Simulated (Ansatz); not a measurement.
The parent structure is Li₂S in the anti-fluorite structure (space group Fm-3m, No. 225; a = 5.655 Å). Axes: x, y, z lie along the cube axes.

Computed with PBEsol in Ansatz (plane waves to 420 eV, PAW, spin-orbit coupling left out).

Strains are applied to the cell and any free atomic positions relax; under biaxial strain the out-of-plane vector relaxes too.

One change was made to it. Results:

The smallest direct gap grows by 0.064 eV, from 4.21 eV to 4.28 eV; the valence-band top at Γ (three highest levels, from the VBM) becomes 0.00, 0.00, -0.08 eV (base: 0.00, 0.00, 0.00 eV).

### Question
Name the change that was made.
A) biaxial strain −1.25 %, plane normal [111], relaxed out of plane
B) biaxial strain −0.42 %, plane normal [111], relaxed out of plane
C) biaxial strain +1.25 %, plane normal [111], relaxed out of plane
D) biaxial strain +0.42 %, plane normal [111], relaxed out of plane
E) biaxial strain +1.67 %, plane normal [111], relaxed out of plane

### Answer
A, biaxial strain −1.25 %, plane normal [111], relaxed out of plane. For comparison, the valence-band top at Γ in the other runs: biaxial strain +1.67 %, plane normal [111], relaxed out of plane gives 0.00, -0.08, -0.08 eV; biaxial strain −0.42 %, plane normal [111], relaxed out of plane gives 0.00, 0.00, -0.02 eV; biaxial strain +1.25 %, plane normal [111], relaxed out of plane gives 0.00, -0.06, -0.06 eV; biaxial strain +0.42 %, plane normal [111], relaxed out of plane gives 0.00, -0.02, -0.02 eV.

Stability against distortions was not tested.

Ansatz is an electronic-structure program.
